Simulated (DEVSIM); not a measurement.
Device: illuminated Si n-on-p cell, one wavelength, with a back-surface field, at 300 K.

Layer 1 from the left is Si, thickness (μm) 0.110, Nd (cm⁻³) 4.9e18, τn (s) 4.9e-8, τp (s) 3.3e-8, absorption coefficient (cm⁻¹) 4800. Layer 2 from the left is Si, thickness (μm) 22.0, Na (cm⁻³) 9.7e15, τn (s) 6.3e-7, τp (s) 6.3e-7, absorption coefficient (cm⁻¹) 4800. Layer 3 from the left is Si, thickness (μm) 0.810, Na (cm⁻³) 5.9e18, τn (s) 6.3e-7, τp (s) 6.3e-7, absorption coefficient (cm⁻¹) 4800.

Left contact: ohmic, minority hole recombination velocity 80 cm/s. Right contact: ohmic, minority electron recombination velocity 70 cm/s. Voltage is applied to the left contact. Recombination: SRH at mid-gap, radiative, Auger. Light enters at the left, 2.6e18 photons cm⁻² s⁻¹, one pass, no reflection. Mobility is constant in doping.

This is a model device: material constants are rounded textbook-type values typed into the input, and sizes, dopings and lifetimes were drawn at random. Values at 300 K.

Si: gap (eV) 1.124, affinity (eV) 4.05, permittivity 11.7, Nc (cm⁻³) 2.86e19, Nv (cm⁻³) 3.1e19, μn (cm²/Vs) 1417, μp (cm²/Vs) 470, B (cm³/s) 4.7e-15, Cn (cm⁶/s) 2.8e-31, Cp (cm⁶/s) 9.9e-32.

DEVSIM, 1D drift-diffusion, Boltzmann statistics, complete ionisation; no tunnelling, impact ionisation, image-force lowering or self-heating.

Dark forward current:

| |V| (V) | |J| (A/cm²) |
|---|---|
| 0.05 | 6.840e-9 |
| 0.10 | 2.444e-8 |
| 0.15 | 7.360e-8 |
| 0.20 | 2.177e-7 |
| 0.25 | 6.725e-7 |
| 0.30 | 2.307e-6 |
| 0.35 | 9.365e-6 |
| 0.40 | 4.613e-5 |
| 0.45 | 0.0002657 |
| 0.50 | 0.001682 |
| 0.55 | 0.01114 |
| 0.60 | 0.07379 |
| 0.65 | 0.4387 |
| 0.70 | 1.840 |
| 0.75 | 5.503 |
| 0.80 | 14.83 |
| 0.85 | 39.72 |
| 0.90 | 111.9 |
| 0.95 | 393.6 |
| 1.00 | 2093 |

Work out the local ideality factor n = ΔV / (kT/q · ln(J2/J1)) between the rows 0.15 and 0.20 V, 0.55 and 0.60 V, 0.95 and 1.00 V.

kT/q = 25.85 mV. From 0.15 to 0.20 V: ln(2.177e-7/7.360e-8) = 1.084, n = 1.78. From 0.55 to 0.60 V: ln(0.07379/0.01114) = 1.891, n = 1.02, near the 1 of diffusion or emission over a barrier. From 0.95 to 1.00 V: ln(2093/393.6) = 1.671, n = 1.16.

What current could the absorbed light give at most, and what share is collected?

Σ αd = 11.0, so qΦ(1 − exp(−Σ αd)) = 417 mA/cm². The simulated short-circuit current is 411.1 mA/cm², a share of 0.99.

Estimate the open-circuit voltage by superposition: the voltage at which the dark current equals that short-circuit current.

Interpolating ln J in the table gives 0.648 V. The simulation gives 0.648 V, the same within the digits that matter. Superposition holds where collection doesn't change with voltage.

Estimate the fill factor from FF0 = (v − ln(v + 0.72))/(v + 1), v = qVoc/(nkT), with n from the dark curve.

The rows about Voc, 0.60 and 0.65 V, give n = 1.09, so v = 23.1 and FF0 = 0.827. The simulation gives 0.829, the same within the digits that matter.
